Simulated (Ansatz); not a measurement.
**ZnO: alloy series**

Take ZnO in the wurtzite structure (space group P6_3mc, No. 186) as the base.

```yaml
crystal:
  lattice:
    - [3.27991, 0.00000, 0.00000]
    - [-1.63996, 2.84049, 0.00000]
    - [0.00000, 0.00000, 5.29408]
  atoms:
    - { symbol: Zn, position: [0.66667, 0.33333, 0.00214] }
    - { symbol: Zn, position: [0.33333, 0.66667, 0.50214] }
    - { symbol: O, position: [0.66667, 0.33333, 0.62306] }
    - { symbol: O, position: [0.33333, 0.66667, 0.12306] }
```

The other end (x = 1) is ZnS in the wurtzite structure (space group P6_3mc, No. 186): 20.19 Å³/atom, gap 2.07 eV.

S replaces a fraction x of O; each row is one arrangement (x, atoms in the cell, starting space group or random), fully relaxed.

Method: DFT with PBE, PAW potentials and a 420 eV plane-wave cutoff in Ansatz (a first-principles code), no spin-orbit coupling, earlier PAW set.

Candidates:
(a) x(S) = 0.667, 12 atoms, Cm
(b) x(S) = 0.667, 12 atoms, Cmc2_1
(c) x(S) = 0.333, 12 atoms, P31m
(d) x(S) = 0.333, 12 atoms, R3
(e) x(S) = 0.833, 12 atoms, P31m

Before the change:

| Quantity | Value |
|---|---|
| Band gap | 0.74 eV |

**Question.** Order them by band gap, lowest first.

**Answer.** (a) x(S) = 0.667, 12 atoms, Cm (0.38 eV), (c) x(S) = 0.333, 12 atoms, P31m (0.61 eV), (d) x(S) = 0.333, 12 atoms, R3 (0.64 eV), (b) x(S) = 0.667, 12 atoms, Cmc2_1 (0.79 eV), (e) x(S) = 0.833, 12 atoms, P31m (1.41 eV)

Each cell is one ordered arrangement of few atoms, which overstates ordering effects compared with a random alloy. Gaps are Kohn–Sham eigenvalue differences; semilocal functionals usually give less than the measured gap. Stability against distortions was not tested.
